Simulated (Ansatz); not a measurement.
# Pressure series in CuI

Consider CuI in the zinc blende structure (space group F-43m, No. 216).

```xyz
2
Lattice="0.0000 3.0389 3.0389 3.0389 0.0000 3.0389 3.0389 3.0389 0.0000" Properties=species:S:1:pos:R:3 pbc="T T T"
I      4.5584     4.5584     4.5584
Cu     0.0000     0.0000     0.0000
```

Cell and atoms are relaxed at each pressure.

Level of theory: PBE (Ansatz, a program for electronic structure; PAW; 420 eV plane waves; no SOC), earlier PAW set.

| pressure (GPa) | volume per atom (Å³/atom) |
|---|---|
| -1 | 28.842 |
| 0 | 28.064 |
| 3 | 26.303 |
| 7 | 24.691 |
| 15 | ? |
| 30 | 20.227 |
| 50 | 18.340 |
| 75 | 16.810 |
| 100 | 15.728 |

**Question.** Fit the third-order Birch–Murnaghan form P(V) = (3B₀/2)[(V₀/V)^(7/3) − (V₀/V)^(5/3)]·[1 + (3/4)(B₀′ − 4)((V₀/V)^(2/3) − 1)] (squares taken in P) to the rows shown and predict the withheld row.

**Answer.** Least squares on the printed values gives V₀ = 28.027 Å³/atom, B₀ = 41.2 GPa, B₀′ = 4.9; this predicts 22.612 Å³/atom, and the run gives 22.579 Å³/atom, 0.033 lower.

Measured bulk modulus of CuI: 36.6 GPa (temperature not stated; as listed in Abhijith M. Gopakumar et al., Physical Chemistry Chemical Physics (2017)); the computed value is for a static lattice, so the two differ by thermal effects too.

Load acts through the strain it causes; cell and atoms are relaxed under it. No phonon test of stability was made. Tetrahedral semiconductors of this kind turn to denser phases somewhere between about 1 and 50 GPa; those were not computed, so compressed cells here can lie past the real transition. The final runs are not spin-polarised.
